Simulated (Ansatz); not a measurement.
Take HfC in the rock salt structure (space group Fm-3m, No. 225; a = 4.651 Å; relaxed with 0.1 eV smearing) as the base.

Level of theory: Ansatz (an electronic-structure program), PBE, PAW, cutoff 420 eV, without spin-orbit coupling.

Base values:

Pressure: 0.0 GPa

Now apply this change: an isotropic linear strain of +0.50 %, atoms relaxed at fixed cell.

Q: What does the calculation give for the pressure after the change?

A: The pressure goes from zero to -3.4 GPa.

Q: What happens to the energy relative to the base?

A: The energy grows by 2.0 meV/atom.

No phonon test of stability was made. The final runs are not spin-polarised.
